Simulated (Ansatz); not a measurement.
Results of PBEsol (Ansatz, a quantum-chemistry and plane-wave program, plane waves, PAW) for 1T (CdI2-type) MgI2.

Settings: plane-wave cutoff 500 eV, 12×12×6 k mesh (along the axes of the cell as run), Fermi–Dirac smearing 0.05 eV, scalar-relativistic PAW data made under PBE.

Cell (relaxed at this level):

```
MgI2
1.0
    4.13080     0.00000     0.00000
   -2.06540     3.57738     0.00000
    0.00000     0.00000     7.02463
Mg I
1 2
Direct
  0.00000   0.00000   0.00000
  0.33333   0.66667   0.23749
  0.66667   0.33333   0.76251
```

Q: Estimate the band gap that the calculation returns.

A: 
- band gap: 3.53 eV (on the SCF k mesh)

Note: the cell comes from a level without a dispersion term, which matters for the spacing of layers, chains or molecules; the cell has widely spaced layers and the level no dispersion term, so their spacing and the moduli can rest on weak binding.

Spin–orbit coupling is not included; with these elements it can move the gap by several tenths of an eV or more.

It cost around 2.7 core-minutes (rough) of CPU time.
